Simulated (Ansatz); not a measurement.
**How the equilibrium volume per atom of HfSi (model structure, started from the NbAs type, I4₁md, No. 109, 4 atoms in the cell) moves with the method**

No measured value is used here.

| level (code) | value (Å³/atom) |
|---|---|
| PBE (Ansatz) | 19.77 |
| PBEsol (Ansatz) | 19.12 |
| PBE-D3(BJ) (Ansatz) | 19.17 |

Density-functional levels without +SOC have no spin–orbit coupling. Ansatz's density-functional and Hartree–Fock values are scalar-relativistic unless marked +SOC, with PAW data made under PBE.

A model structure was made by putting elements into a prototype or built by hand; it is no filed structure, need not be a known phase, and can be a saddle point held by its symmetry.

Ansatz is an electronic-structure program.
